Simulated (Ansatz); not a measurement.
Base system: Mo in the bcc (W type) structure (space group Im-3m, No. 229; a = 3.151 Å; relaxed with 0.1 eV smearing). Axes: x, y, z lie along the cube axes.

Level of theory: Kohn–Sham DFT with the r2SCAN functional, run in Ansatz (a quantum-chemistry and plane-wave program) with PAW and 500 eV plane waves, without spin-orbit coupling, earlier PAW set.

Now apply this change: a pure shear with ε_xy = ε_yx = -0.0269, atoms relaxed at fixed cell.

### Question
Predict the stress tensor and what it implies for the stiffness.

### Answer
Stress of the strained cell less that of the base (GPa, compression positive):
```
    0.5     5.6     0.0
    5.6     0.5     0.0
    0.0     0.0     0.7
```

Then −Δσ/γ with γ = 2ε = -0.0538 gives secant stiffness values (nonlinear terms included at this strain): C66 ≈ 105 GPa.

As a check, the harmonic strain energy −½ V₀ Δσ:ε is 15 meV/atom; the computed energy rise is 15 meV/atom.

No phonon test of stability was made. The final runs are not spin-polarised.
